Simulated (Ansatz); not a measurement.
**InSb under a change: isotropic strain −0.34 %**

Take InSb in the zinc blende structure (space group F-43m, No. 216; a = 6.5191 Å) as the base.

It is then changed as follows: an isotropic linear strain of −0.34 %; the atoms relax in the strained cell.

The values are results of Ansatz (a program for electronic structure), PBEsol, PAW, cutoff 420 eV, scalar-relativistic without spin-orbit coupling, not measurements. k-mesh 12×12×12 (Γ-centred); smearing 0.05 eV (Fermi–Dirac).

| quantity | base | changed | shift |
|---|---|---|---|
| volume per atom | 34.63 Å³ | 34.28 Å³ | -0.35 Å³ |
| space group | F-43m (No. 216) | F-43m (No. 216) | – |
| shortest interatomic distance | 5.334 bohr | 5.316 bohr | -0.018 bohr |
| energy relative to the base (free energy F) | 0 meV/atom | +0.5 meV/atom | +0.5 meV/atom |
| pressure | 0.0 GPa | 0.4 GPa | +0.4 GPa |
| band gap | zero | zero | – |

Final structure:

```
InSb
1.0
    0.00000     3.24849     3.24849
    3.24849     0.00000     3.24849
    3.24849     3.24849     0.00000
Sb In
1 1
Direct
  0.75000   0.75000   0.75000
  0.00000   0.00000   0.00000
```

With Sb present, leaving out spin-orbit coupling can change the band edges. No phonon test of stability was made. All final runs are without spin polarisation. The zero or small gap of InSb can change with the level of theory.
